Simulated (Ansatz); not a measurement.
Consider CdS in the zinc blende structure (space group F-43m, No. 216; a = 5.927 Å).

Now apply this change: a hydrostatic pressure of 15 GPa.

Levels (all Ansatz, a quantum-chemistry and plane-wave program, PAW): PBE (420 eV, no spin-orbit coupling); r2SCAN (500 eV, scalar-relativistic without spin-orbit coupling).

The geometry is relaxed with PBE.

| Property | Result |
|---|---|
| PBE lowest conduction level above the VBM at special points | Γ 1.42 eV; L 3.17 eV; X 3.29 eV; U 4.14 eV |
| PBE electron mass | 0.14 mₑ (at Γ) |
| PBE pressure | 149.9 kbar |
| PBE hole mass | 0.15, 0.64, 0.64 mₑ (at Γ) |

Question: How does going to r2SCAN change the lowest conduction level above the VBM at special points, electron mass, pressure and hole mass?

Answer: The lowest conduction level above the VBM at special points becomes Γ 1.88 eV; L 3.65 eV; X 3.60 eV; U 4.49 eV (PBE: Γ 1.42 eV; L 3.17 eV; X 3.29 eV; U 4.14 eV); the electron mass goes from 0.14 mₑ (at Γ) to 0.17 mₑ (at Γ); the pressure decreases by 12.3 kbar (149.9 kbar → 137.6 kbar); the hole mass (degenerate bands, along [100]) changes from 0.15, 0.64, 0.64 mₑ (at Γ) to 0.18, 0.63, 0.63 mₑ (at Γ).

Single points use the geometry relaxed with PBE. Their cutoffs differ, which shifts pressures a little. The levels and masses belong to the bands next to the band gap. Load acts through the strain it causes; cell and atoms are relaxed under it. Masses are band curvatures over ±0.01 Å⁻¹ around the edge. No phonon test of stability was made. Tetrahedral semiconductors of this kind turn to denser phases somewhere between about 1 and 50 GPa; those were not computed, so compressed cells here can lie past the real transition.
